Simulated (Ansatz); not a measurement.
Interstitial H in zinc-blende BAs, relaxed from 4 sites or starts (bond centre of B and As, 2.08 Å; void with 4As nearest; void with 4B nearest; bound to As, open side); at each charge the lowest end counts.

Level of theory: PBE, PAW (plane waves to 420 eV; Ansatz, an electronic-structure program). Details: 64-site cell; 2×2×2 shifted k-points; host gap 1.20 eV; charged states image-corrected; energies good to tenths of an eV; flagged in the runs: for some of the defects a doubtful potential alignment, a strain field that reaches the edge of the cell.

```json
[
 {"charge": "+1", "neighbours at the lowest end (Å)": "B 1.26, As 1.62, As 2.49, As 2.49, B 2.57", "corrected energy + q E_VBM, against the first (eV)": "0.00"},
 {"charge": "0", "neighbours at the lowest end (Å)": "B 1.21, As 1.75, As 2.57, As 2.57, As 2.57", "corrected energy + q E_VBM, against the first (eV)": "0.36"},
 {"charge": "−1", "neighbours at the lowest end (Å)": "B 1.18, As 1.93, As 2.57, As 2.58, As 2.58", "corrected energy + q E_VBM, against the first (eV)": "1.41"}
]
```

Charges from +1 to −1 were run. The lines E(q) + q E_F give the stable charge, which changes above the valence-band maximum at (+1/0) at 0.36 eV; (0/−1) at 1.04 eV.
